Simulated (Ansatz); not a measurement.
We consider BAs (model structure, P6₂22, No. 180, 6 atoms in the cell), described by LDA (Ansatz, a program for electronic structure, PAW).

The run printed, among other lines:

```
Crystal: 6 atoms, lattice volume = 73.827 Å³
Basis set: ecut = 520 eV, 1983 PW (Γ), exchange–correlation on 54×54×120 points (8 copies of the dense FFT grid, shifted against one another)
Bands: 33, of which v1, the nominal top of the filled ones, is band 27 counted from 1 (26 counted from 0)
Symmetry: 6 space group operations
Space group: P3221 (ITA 154), of the structure as read, at distance tolerance 4.2e-5 Å
k-points: 266 of 2592 (time reversal used)
Functional: x = slater, c = lda
SCF iter   1: F=—  HF=-14768.066906 eV  |F-HF|=—  |Δ(HF+E_count)|=         —  Δρ=9.36e-3  dr2=7.39e-2
SCF iter   2: F=—  HF=-14768.044884 eV  |F-HF|=—  |Δ(HF+E_count)|=   2.20e-2  Δρ=3.86e-3  dr2=1.10e-2
  ...
SCF iter   7: F=—  HF=-14768.040164 eV  |F-HF|=—  |Δ(HF+E_count)|=   6.99e-8  Δρ=1.71e-6  dr2=1.79e-9
SCF iter   8: F=-14768.040164 eV  HF=-14768.040164 eV  |F-HF|=7.28e-12  |Δ(HF+E_count)|=  1.67e-10  Δρ=1.84e-7  dr2=2.58e-11
SCF 1 converged in 8 iterations: F = -14768.040164 eV  dr2 = 2.58e-11
SCF converged after 8 iterations
Free energy (F): -14768.040164 eV
Internal energy: -14768.040125 eV  (E = F + TS)
E sigma→0 (E₀):  -14768.040144 eV
Fermi energy:    13.123754 eV
--- Stress (GPa, compression-positive) ---
       -0.003703       0.000000      -0.000000
       -0.000000      -0.003703       0.000000
       -0.000000       0.000000      -0.009341
  P = ⅓ Tr σ = -0.0056 GPa (-0.056 kbar)
```

Problem. Write an input file that could have produced this run (the log leaves some choices open).

Solution. This is not unique; one that fits is 
Ansatz 0.2 input:
```yaml
crystal:
  lattice:
    - [3.4054060792, -0.0000002912, 0.0]
    - [-1.7027027875, 2.9491683204, 0.0]
    - [0.0, 0.0, 7.3510068578]
  atoms:
    - { symbol: B, position: [0.49998617, 0.0, 0.6666666667] }
    - { symbol: B, position: [0.0, 0.49998617, 0.3333333333] }
    - { symbol: B, position: [0.50001383, 0.50001383, 0.0] }
    - { symbol: As, position: [0.4999984305, 0.0, 0.1666666667] }
    - { symbol: As, position: [0.0, 0.4999984305, 0.8333333333] }
    - { symbol: As, position: [0.5000015695, 0.5000015695, 0.5] }
basis:
  ecutwfc: 520
  ecutrho_ratio: 4
  xc_grid: 2
kpoints:
  mp_grid: { grid: [18, 18, 8] }
  band_path:
    path:
      - [0.0, 0.0, 0.0]
      - [0.05, 0.0, 0.0]
      - [0.1, 0.0, 0.0]
      - [0.15, 0.0, 0.0]
      - [0.2, 0.0, 0.0]
      - [0.25, 0.0, 0.0]
      - [0.3, 0.0, 0.0]
      - [0.35, 0.0, 0.0]
      - [0.4, 0.0, 0.0]
      - [0.45, 0.0, 0.0]
      - [0.5, 0.0, 0.0]
      - [0.466667, 0.066667, 0.0]
      - [0.433333, 0.133333, 0.0]
      - [0.4, 0.2, 0.0]
      - [0.366667, 0.266667, 0.0]
      - [0.333333, 0.333333, 0.0]
      - [0.305556, 0.305556, 0.0]
      - [0.277778, 0.277778, 0.0]
      - [0.25, 0.25, 0.0]
      - [0.222222, 0.222222, 0.0]
      - [0.194444, 0.194444, 0.0]
      - [0.166667, 0.166667, 0.0]
      - [0.138889, 0.138889, 0.0]
      - [0.111111, 0.111111, 0.0]
      - [0.083333, 0.083333, 0.0]
      - [0.055556, 0.055556, 0.0]
      - [0.027778, 0.027778, 0.0]
      - [0.0, 0.0, 0.166667]
      - [0.0, 0.0, 0.333333]
      - [0.0, 0.0, 0.5]
      - [0.05, 0.0, 0.5]
      - [0.1, 0.0, 0.5]
      - [0.15, 0.0, 0.5]
      - [0.2, 0.0, 0.5]
      - [0.25, 0.0, 0.5]
      - [0.3, 0.0, 0.5]
      - [0.35, 0.0, 0.5]
      - [0.4, 0.0, 0.5]
      - [0.45, 0.0, 0.5]
      - [0.5, 0.0, 0.5]
      - [0.466667, 0.066667, 0.5]
      - [0.433333, 0.133333, 0.5]
      - [0.4, 0.2, 0.5]
      - [0.366667, 0.266667, 0.5]
      - [0.333333, 0.333333, 0.5]
      - [0.305556, 0.305556, 0.5]
      - [0.277778, 0.277778, 0.5]
      - [0.25, 0.25, 0.5]
      - [0.222222, 0.222222, 0.5]
      - [0.194444, 0.194444, 0.5]
      - [0.166667, 0.166667, 0.5]
      - [0.138889, 0.138889, 0.5]
      - [0.111111, 0.111111, 0.5]
      - [0.083333, 0.083333, 0.5]
      - [0.055556, 0.055556, 0.5]
      - [0.027778, 0.027778, 0.5]
      - [0.5, 0.0, 0.333333]
      - [0.5, 0.0, 0.166667]
      - [0.333333, 0.333333, 0.333333]
      - [0.333333, 0.333333, 0.166667]
    npoints: 1
hamiltonian:
  xc: lda
  dispersion: none
  pseudopotentials: { kind: paw }
scf:
  occupations: { method: fermi_dirac, width: 0.05 }
  convergence: { dr2_threshold: 0.0000000006 }
output:
  forces: true
  stress: true
  eigenvalues: true
  write_bands: true
```

The PAW data were made under PBE.

Note: the relaxation could raise the start's symmetry but not lower it, so the cell can be a saddle point.

Computing time: roughly 100 core-seconds.

A model structure was made by putting elements into a prototype or built by hand; it is no filed structure, need not be a known phase, and can be a saddle point held by its symmetry.
